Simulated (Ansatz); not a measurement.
The starting structures come from a database of crystals and need not be the phases stable at ambient conditions.

By PBEsol, the system below comes out a metal.

Without scattering a metal conducts by its projected Fermi surface.

```
CELL_PARAMETERS angstrom
      3.13112     0.00000     0.00000
      0.00000    16.92133     0.00000
      1.56556     8.46067     1.56556
ATOMIC_POSITIONS crystal
  B  0.50000 0.09369 0.00000
  B  0.00000 0.34369 0.00000
  B  0.00000 0.65631 0.00000
  B  0.50000 0.40631 0.00000
  W  0.50000 0.94688 0.00000
  W  0.00000 0.19688 0.00000
  W  0.00000 0.80312 0.00000
  W  0.50000 0.55312 0.00000
```

Space group of this cell: I4_1/amd. The cell is taken as given; by PBEsol its mean pressure is -3.8 GPa.

The current flows along the normal of the first two printed cell vectors, the (100) plane of the conventional cell. No spin-orbit coupling; the value is a mean over 0.1 eV about the Fermi level.

**Question.** Give the ballistic conductance per area that Ansatz (a quantum-chemistry and plane-wave program) with PBEsol yields.

**Answer.** 0.78 × 10¹⁵ S/m² for both spins.
